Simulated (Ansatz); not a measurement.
Consider the following.

End structure of a constructed model of the (111) surface of fcc Ag, p(2x2) surface alloy, In on one Ag site of the top plane (bottom of the slab: a bare face, its two planes held):

```
CELL_PARAMETERS angstrom
      5.86677     0.00000     0.00000
     -2.93338     5.08077     0.00000
      0.00000     0.00000    28.00000
ATOMIC_POSITIONS crystal
  Ag 0.16667 0.83333 0.28623
  Ag 0.16667 0.33333 0.28623
  Ag 0.66667 0.83333 0.28623
  Ag 0.66667 0.33333 0.28623
  Ag 0.33333 0.66667 0.37177
  Ag 0.33333 0.16667 0.37177
  Ag 0.83333 0.66667 0.37177
  Ag 0.83333 0.16667 0.37177
  Ag 0.49993 0.50007 0.45658
  Ag 0.49993 0.99986 0.45658
  Ag 0.00014 0.50007 0.45658
  Ag 0.00000 0.00000 0.45686
  Ag 0.66667 0.33333 0.54175
  Ag 0.66613 0.83306 0.54201
  Ag 0.16694 0.33387 0.54201
  Ag 0.16694 0.83306 0.54201
  Ag 0.83354 0.16646 0.62744
  Ag 0.83354 0.66709 0.62744
  Ag 0.33291 0.16646 0.62744
  Ag 0.33333 0.66667 0.62765
  In 0.00000 0.00000 0.72219
  Ag 0.99971 0.49985 0.71375
  Ag 0.50015 0.00029 0.71375
  Ag 0.50015 0.49985 0.71375
```

Set-up: 24 atoms, 12.0 Å thick at the start; mesh 8x8x1; 0.1 eV smearing; dipole correction on; 8 atoms held, the rest relaxed; start symmetry kept, larger cells not searched; no spin, no spin-orbit, no U. It is one candidate, not shown to be the stable structure of the face.

Q: Give the work function of the top face at the level PBE (Ansatz, a program for electronic structure).

A: 4.36 eV
